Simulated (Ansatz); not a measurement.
Partial pair distribution functions of a relaxed model of amorphous Si$_{36}$O$_{75}$H$_{6}$, broadened by 0.06 Å; density 2.08 g/cm³. Method: PBE, scalar-relativistic without spin-orbit coupling (plane waves to 420 eV, PAW; Ansatz, a quantum-chemistry and plane-wave program).

It comes from a melt-quench run on a machine-learned potential (CHGNet), relaxed afterwards by DFT. O atoms were pushed apart under 1.9 Å during the dynamics, to hinder bonds among them. The hot cell started wider than the set density and was brought back towards it in steps. It is the lowest in DFT energy of 4 quenches. It is a model cell: composition and starting density were chosen by hand, and all elements were melted together. No dispersion term was used. Its density started from a set value of 2.12 and ended at 2.08 g/cm³. Cooling (nominally 390 K/ps over its main leg) ran many orders faster than in experiment, which tends to leave more defects and strain. One small periodic cell is one sample of the glass; other quenches scatter about these values. Volume and shape were free in the relaxation.

| r (Å) | g Si-O | g O-H | g Si-Si | g O-O |
|---|---|---|---|---|
| 0.70 | 0.00 | 0.00 | 0.00 | 0.00 |
| 0.80 | 0.00 | 0.29 | 0.00 | 0.00 |
| 0.90 | 0.00 | 7.15 | 0.00 | 0.00 |
| 1.00 | 0.00 | 11.35 | 0.00 | 0.00 |
| 1.10 | 0.00 | 1.16 | 0.00 | 0.00 |
| 1.20 | 0.00 | 0.01 | 0.00 | 0.00 |
| 1.30 | 0.00 | 0.00 | 0.00 | 0.00 |
| 1.40 | 0.02 | 0.00 | 0.00 | 0.00 |
| 1.50 | 1.96 | 0.00 | 0.00 | 0.00 |
| 1.60 | 16.19 | 0.01 | 0.00 | 0.00 |
| 1.70 | 9.59 | 0.49 | 0.00 | 0.00 |
| 1.80 | 0.40 | 1.25 | 0.00 | 0.00 |
| 1.90 | 0.00 | 0.23 | 0.00 | 0.00 |
| 2.00 | 0.00 | 0.37 | 0.00 | 0.00 |
| 2.10 | 0.00 | 0.34 | 0.00 | 0.00 |
| 2.20 | 0.00 | 0.13 | 0.00 | 0.00 |
| 2.30 | 0.00 | 0.40 | 0.00 | 0.00 |
| 2.40 | 0.00 | 0.22 | 0.00 | 0.06 |
| 2.50 | 0.00 | 0.33 | 0.00 | 0.96 |
| 2.60 | 0.00 | 0.07 | 0.00 | 5.69 |
| 2.70 | 0.04 | 0.44 | 0.10 | 6.73 |
| 2.80 | 0.03 | 1.11 | 1.26 | 1.78 |
| 2.90 | 0.06 | 1.21 | 3.30 | 0.31 |
| 3.00 | 0.15 | 1.21 | 4.19 | 0.29 |
| 3.10 | 0.39 | 1.70 | 4.19 | 0.64 |
| 3.20 | 0.56 | 1.76 | 2.48 | 0.50 |
| 3.30 | 0.71 | 0.55 | 0.69 | 0.49 |
| 3.40 | 0.88 | 0.37 | 0.04 | 0.54 |
| 3.50 | 1.12 | 1.33 | 0.00 | 0.42 |
| 3.60 | 1.06 | 1.31 | 0.00 | 0.44 |
| 3.70 | 1.21 | 1.04 | 0.02 | 0.58 |
| 3.80 | 1.44 | 0.49 | 0.16 | 0.65 |
| 3.90 | 1.78 | 0.68 | 0.21 | 0.85 |
| 4.00 | 1.81 | 0.66 | 0.41 | 0.77 |
| 4.10 | 2.13 | 1.01 | 0.48 | 0.75 |
| 4.20 | 2.18 | 1.53 | 0.58 | 0.76 |
| 4.30 | 1.57 | 1.49 | 1.07 | 0.77 |
| 4.40 | 0.78 | 0.93 | 1.27 | 0.84 |
| 4.50 | 0.56 | 0.52 | 1.37 | 0.94 |
| 4.60 | 0.65 | 0.58 | 1.37 | 1.16 |
| 4.70 | 0.57 | 0.80 | 1.05 | 1.22 |
| 4.80 | 0.61 | 0.93 | 0.75 | 1.26 |
| 4.90 | 0.74 | 1.10 | 1.02 | 1.27 |
| 5.00 | 0.72 | 1.15 | 1.25 | 1.57 |
| 5.10 | 0.65 | 1.00 | 1.08 | 1.71 |
| 5.20 | 0.74 | 0.83 | 1.08 | 1.61 |
| 5.30 | 0.70 | 1.12 | 1.31 | 1.14 |
| 5.40 | 0.73 | 0.94 | 1.51 | 0.88 |
| 5.50 | 0.92 | 0.87 | 1.49 | 0.95 |
| 5.60 | 0.92 | 1.07 | 1.28 | 0.79 |
| 5.70 | 1.01 | 1.17 | 1.20 | 0.71 |
| 5.80 | 1.16 | 1.02 | 1.29 | 0.71 |
| 5.90 | 1.15 | 1.12 | 0.87 | 0.75 |

Within 1.90 Å each Si has 4.00 O neighbours on average.
